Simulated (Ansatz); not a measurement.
The starting structures come from a database of crystals and need not be the phases stable at ambient conditions.

 Where the default PAW files enter, the runs use the earlier of Ansatz's two default sets.

Input:

```yaml
crystal:
  lattice:
    - [2.87725, 0.00000, 0.00000]
    - [0.00000, 2.87725, 0.00000]
    - [1.43862, -1.43862, 2.03452]
  atoms:
    - { symbol: Al, position: [0.50000, 0.50000, 0.00000] }
    - { symbol: N, position: [0.00000, 0.00000, 0.00000] }
```

Space group of this cell: Fm-3m, rock salt. The cell is taken as given; by r2SCAN its mean pressure is -6.3 GPa.

Level of theory: r2SCAN (plane waves, PAW; Ansatz, a first-principles code).

The current runs along the normal of the first two printed vectors; no spin-orbit coupling. Scaled by the factor s: both lengths across the current (ions clamped). Meshes 14×14×14 and 10×10 across the current in all rows.

| s | mean pressure (GPa) | band gap (eV) |
|---|---|---|
| 0.98 | 4.9 | 5.54 |
| 1.00 | -6.3 | 5.28 |
| 1.02 | -15.3 | ? |

Task: Take the slope of the band gap against ln s from the two given rows, extrapolate to s = 1.02, and say what the run there gives.

Result: Slope = (5.54 − 5.28) / ln 0.98 = -12.9 eV. The line gives 5.28 + (-12.9) × ln 1.02 = 5.03 eV. The run gives 4.74 eV, 0.29 eV under the line, 112 % of the predicted step.
